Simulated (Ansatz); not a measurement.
Take WS2 in the 2H-MoS2 type structure (space group P6_3/mmc, No. 194; layered, stacked along the Cartesian z axis) as the base.

```xyz
6
Lattice="3.1541 0.0000 0.0000 -1.5770 2.7315 0.0000 0.0000 0.0000 12.1373" Properties=species:S:1:pos:R:3 pbc="T T T"
W      0.0000     1.8210     3.0343
W      1.5770     0.9105     9.1030
S      0.0000     1.8210     7.5283
S      1.5770     0.9105     1.4596
S      1.5770     0.9105     4.6091
S      0.0000     1.8210    10.6777
```

Computed with PBE-D3(BJ) (Ansatz, a program for electronic structure), no spin-orbit coupling.

Before the change:

| Quantity | Value |
|---|---|
| Lattice parameter a | 5.960 bohr |

One thing is altered: a negative pressure, −2 GPa.

Question: Predict the new lattice parameter a.

Answer: The lattice parameter a goes up by 0.0364 bohr (5.960 bohr → 5.997 bohr).

Load acts through the strain it causes; cell and atoms are relaxed under it. Stability against distortions was not tested.
